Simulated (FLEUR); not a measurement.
# Worked example: self-consistent single point of Mo₃Os (Pm-3n, 8 atoms in the cell) in FLEUR

Level of theory: LDA (Vosko-Wilk-Nusair), all-electron FLAPW (FLEUR), scalar-relativistic valence.

The input file:

Input of the input generator:

```
Mo3Os
&input film=f /
9.4038252167 0.0000000000 0.0000000000
0.0000000000 9.4038252167 0.0000000000
0.0000000000 0.0000000000 9.4038252167
1.0
1.0 1.0 1.0

8
42 0.2500000000 0.0000000000 0.5000000000
42 0.7500000000 0.0000000000 0.5000000000
42 0.5000000000 0.7500000000 0.0000000000
42 0.5000000000 0.2500000000 0.0000000000
42 0.0000000000 0.5000000000 0.7500000000
42 0.0000000000 0.5000000000 0.2500000000
76 0.0000000000 0.0000000000 0.0000000000
76 0.5000000000 0.5000000000 0.5000000000

&comp jspins=1 /
&exco xctyp='vwn' /
&kpt div1=5 div2=5 div3=5 /
&end /
```

```xml
<?xml version="1.0" encoding="UTF-8" standalone="no"?>
<fleurInput fleurInputVersion="0.39">
   <comment>
      Mo3Os                                                                                               
   </comment>
   <calculationSetup>
      <cutoffs Kmax="3.8" Gmax="13.3" GmaxXC="13.3" numbands="0"/>
      <scfLoop itmax="80" minDistance="0.00001" maxIterBroyd="15" imix="Anderson" alpha="0.05" precondParam="0.0" spinf="2.0"/>
      <coreElectrons ctail="T" frcor="F" kcrel="0" coretail_lmax="0"/>
      <xcFunctional name="vwn" relativisticCorrections="F"/>
      <magnetism jspins="1"/>
      <soc l_soc="F" theta="0.0" phi="0.0" spav="F"/>
      <expertModes spex="0" secvar="F"/>
      <geometryOptimization l_f="T" forcealpha="1.0" forcemix="BFGS" epsdisp="0.00001" epsforce="0.00001"/>
      <ldaU l_linMix="F" mixParam="0.05" spinf="1.0"/>
   </calculationSetup>
   <cell>
      <bzIntegration valenceElectrons="112.0" mode="gauss" fermiSmearingEnergy="0.00734986">
         <kPointListSelection listName="default-1"/>
         <!-- k-points included here -->
         <xi:include xmlns:xi="http://www.w3.org/2001/XInclude" href="kpts.xml"> </xi:include>
      </bzIntegration>
      <!-- symmetry operations included here -->
      <xi:include xmlns:xi="http://www.w3.org/2001/XInclude" href="sym.xml"> </xi:include>
      <bulkLattice scale="1.0">
         <bravaisMatrix>
            <row-1>    9.4038252166999996     0.0000000000000000     0.0000000000000000</row-1>
            <row-2>    0.0000000000000000     9.4038252166999996     0.0000000000000000</row-2>
            <row-3>    0.0000000000000000     0.0000000000000000     9.4038252166999996</row-3>
         </bravaisMatrix>
      </bulkLattice>
   </cell>
   <atomSpecies>
      <species name="Molybdenum (Mo)" element="Mo" atomicNumber="42">
         <mtSphere radius="2.19" gridPoints="757" logIncrement="0.017"/>
         <atomicCutoffs lmax="8" lnonsphr="6"/>
         <electronConfig flipSpins="F">
            <coreConfig>(1s1/2) (2s1/2) (2p1/2) (2p3/2) (3s1/2) (3p1/2) (3p3/2) (3d3/2) (3d5/2)</coreConfig>
            <valenceConfig>(4s1/2) (4p1/2) (4p3/2) (5s1/2) (4d3/2) (4d5/2)</valenceConfig>
            <stateOccupation state="(5s1/2)" spinUp="0.5" spinDown="0.5"/>
            <stateOccupation state="(4d3/2)" spinUp="1.0" spinDown="1.0"/>
            <stateOccupation state="(4d5/2)" spinUp="1.5" spinDown="1.5"/>
         </electronConfig>
         <energyParameters s="5" p="5" d="4" f="4"/>
         <lo type="SCLO" l="0" n="4" eDeriv="0"/>
         <lo type="SCLO" l="1" n="4" eDeriv="0"/>
      </species>
      <species name="Osmium (Os)" element="Os" atomicNumber="76">
         <mtSphere radius="2.68" gridPoints="925" logIncrement="0.015"/>
         <atomicCutoffs lmax="10" lnonsphr="8"/>
         <electronConfig flipSpins="F">
            <coreConfig>(1s1/2) (2s1/2) (2p1/2) (2p3/2) (3s1/2) (3p1/2) (3p3/2) (4s1/2) (3d3/2) (3d5/2) (4p1/2) (4p3/2) (5s1/2) (4d3/2) (4d5/2) (4f5/2) (4f7/2)</coreConfig>
            <valenceConfig>(5p1/2) (5p3/2) (6s1/2) (5d3/2) (5d5/2)</valenceConfig>
            <stateOccupation state="(5d3/2)" spinUp="1.2" spinDown="1.2"/>
            <stateOccupation state="(5d5/2)" spinUp="1.8" spinDown="1.8"/>
         </electronConfig>
         <energyParameters s="6" p="6" d="5" f="5"/>
         <lo type="SCLO" l="1" n="5" eDeriv="0"/>
      </species>
   </atomSpecies>
   <atomGroups>
      <atomGroup species="Molybdenum (Mo)">
         <relPos label="                   1">1.000/4.000 .0000000000 1.000/2.000</relPos>
         <relPos label="                   2">-1.000/4.000 .0000000000 1.000/2.000</relPos>
         <relPos label="                   3">1.000/2.000 -1.000/4.000 .0000000000</relPos>
         <relPos label="                   4">1.000/2.000 1.000/4.000 .0000000000</relPos>
         <relPos label="                   5">.0000000000 1.000/2.000 -1.000/4.000</relPos>
         <relPos label="                   6">.0000000000 1.000/2.000 1.000/4.000</relPos>
         <force calculate="T" relaxXYZ="TTT"/>
      </atomGroup>
      <atomGroup species="Osmium (Os)">
         <relPos label="                   7">.0000000000 .0000000000 .0000000000</relPos>
         <relPos label="                   8">1.000/2.000 1.000/2.000 1.000/2.000</relPos>
         <force calculate="T" relaxXYZ="TTT"/>
      </atomGroup>
   </atomGroups>
   <output dos="F" band="F" slice="F">
      <checks vchk="F" cdinf="F"/>
      <bandDOS minEnergy="-.5*Htr" maxEnergy="0.5*Htr" sigma="0.015" storeEVData="T"/>
      <vacuumDOS vacdos="F" integ="F" star="F" nstars="0" locx1="0.0" locy1="0.0" locx2="0.0" locy2="0.0" nstm="0" tworkf="0.0"/>
      <unfoldingBand unfoldBand="F" supercellX="1" supercellY="1" supercellZ="1"/>
      <plotting iplot="0" polar="F">
         <plot TwoD="T" vec1="  1.0  0.0  0.0" vec2="  0.0  1.0  0.0" vec3="  0.0  0.0  1.0" zero="  0.0  0.0  0.0" file="plot"/>
      </plotting>
      <chargeDensitySlicing numkpt="0" minEigenval="0.0" maxEigenval="0.0" nnne="0" pallst="F"/>
      <specialOutput eonly="F"/>
      <magneticCircularDichroism mcd="F" energyLo="-10.0" energyUp="0.0"/>
   </output>
  <!-- We include the file relax.xml here to enable relaxations (see documentation) -->
  <xi:include xmlns:xi="http://www.w3.org/2001/XInclude" href="relax.xml"> <xi:fallback/> </xi:include>
</fleurInput>
```

Output, abridged:

```
      Welcome to FLEUR        (www.flapw.de)
      MaX-Release 8.1          (www.max-centre.eu)

 ========== k-point set info ==========
 Selected k-point list: default-1
 k-point list type: mesh
 5 x 5 x 5
 Number of k points: 10

 ------------Calculation Setup---------------------------
           1           2           5          10
 Number of basis functions:          824
 Iteration:     1   Distance:      20.05693396 me/bohr^3
 Iteration:     2   Distance:      17.26975290 me/bohr^3
 Iteration:     3   Distance:      11.63645942 me/bohr^3
 Iteration:     4   Distance:       8.76862546 me/bohr^3
 Iteration:     5   Distance:       5.07283648 me/bohr^3
 Iteration:     6   Distance:       3.93283253 me/bohr^3
   [... 8 lines left out ...]
 Iteration:    15   Distance:       0.00017731 me/bohr^3
 Iteration:    16   Distance:       0.00011286 me/bohr^3
 Iteration:    17   Distance:       0.00004901 me/bohr^3
 Iteration:    18   Distance:       0.00001986 me/bohr^3
 Iteration:    19   Distance:       0.00000498 me/bohr^3
 Run finished successfully
 Stop message:
   Structural relaxation: Done

[file out, last iteration]
             iter=     20
          p o t e n t i a l   g e n e r a t o r
[...]
          integral of pseudo charge density inside the slab=        0.000000   0.000000
     coulomb potential in the interstitial region:
          density-coulomb potential integrals
          total density-coulomb potenti   -98068.2881617483
          density-effective potential integrals for spin  1
          total density-effective poten   -9.9899909243E+04
          charge density-energy density integrals
          total charge density-energy d   -1.3808656368E+03
 Updated energy parameters for spin:           1
  Atom    1 5s branch from -1.57 to  3.49 htr. ; e_l =  0.2944
  Atom    1 5p branch from -0.53 to  4.29 htr. ; e_l =  0.4047
  Atom    1 4d branch from -7.42 to  1.12 htr. ; e_l =  0.4411
  Atom    1 4f branch from -9.99 to  2.84 htr. ; e_l =  0.6690
  Atom    1 4s branch from-16.76 to -1.57 htr. ; e_l(l -1.6571
  Atom    1 4p branch from-13.21 to -0.53 htr. ; e_l(l -0.7124
  Atom    2 6s branch from -2.58 to  1.55 htr. ; e_l =  0.3765
  Atom    2 6p branch from -1.07 to  2.36 htr. ; e_l =  0.5313
  Atom    2 5d branch from -9.22 to  0.75 htr. ; e_l =  0.4937
  Atom    2 5f branch from -1.14 to  2.52 htr. ; e_l =  0.8114
  Atom    2 5p branch from-16.48 to -1.07 htr. ; e_l(l -1.1238
[...]
 fermi energy and band-weighting factors:
at   0.40000   0.40000   0.40000   k-weight:    0.064000
   85 eigenvalues :
   -1.658405   -1.657723   -1.657723   -1.654532   -1.654532   -1.654180   -1.091894   -1.091871
   -1.091871   -1.091838   -1.091838   -1.091817   -0.721155   -0.721155   -0.720418   -0.714916
   -0.714783   -0.709736   -0.709736   -0.705098   -0.705061   -0.703098   -0.703098   -0.700861
   [... 8 lines left out ...]
   [... 2 blocks of this kind left out ...]

[...]
FERMIE:
          first approx. to ef    (T=0)  :   0.582233 htr   (energy of the highest occ. eigenvalue)
          number of occ. states  (T=0)  :        560
          first approx. to seigv (T=0)  : -33.828467 htr
   [... lines left out ...]
          total moment                 =     0.00000
 Direct bandgap for spin            1 :    2.5474628342121441E-003  Htr
   [... lines left out ...]
          0.00149729  electrons lost from core.
          total charge for spin  1=  404.000000
          interst. charge =      18.154070
          mt charge=             39.232545   75.225330
          total charge  =  404.000000
          zc=   404.000000     qfix=    1.000000
     t o t a l  e n e r g y
          sum of eigenvalues =            -35531.5861436508
          density-coulomb potential int   -98068.2881617483
          density-effective potential i   -99899.9092427677
          charge density-ex.-corr.energ    -1380.8656368024
          el.-nucl. inter. diff. m.t.      29214.0313689371
          Madelung term for atom type:      -207.8369255723
          el.-nucl. inter. diff. m.t.      43283.5630117456
          Madelung term for atom type:       -64.9416826612
 ---->    total energy=                   -58817.0596074758 htr
 ---->    (input%tkb*entropy) TS=              0.0000000000 htr
 ---->    free energy=                    -58817.0596074758 htr
      extrapolation for T->0
 ---->    total electron energy=          -58817.0596074758 htr
 ***** TOTAL FORCES ON ATOMS *****
 TOTAL FORCE FOR ATOM TYPE=  1  X=  2.351   Y=  0.000   Z=  4.702
                       FX_TOT= 0.000000 FY_TOT= 0.000000 FZ_TOT= 0.000000
 TOTAL FORCE FOR ATOM TYPE=  2  X=  0.000   Y=  0.000   Z=  0.000
                       FX_TOT= 0.000000 FY_TOT= 0.000000 FZ_TOT= 0.000000
 Structural relaxation: Done
```

The run converged in 19 iterations. FLEUR gives forces in its relaxation mode, with a further iteration, so its stop message speaks of a relaxation.

The starting cell comes from a database of computed structures (which also holds hypothetical and non-ambient phases and stackings), without a prior relaxation at this level. Spin-orbit coupling is off. Spin polarisation is off. Values depend on the basis (sphere radii, cutoffs, local orbitals), which need not be converged. The log's line on a gap gives a spacing of levels on this mesh, which the program prints for metals too.

Cost on one core of a shared machine: roughly 90 s.
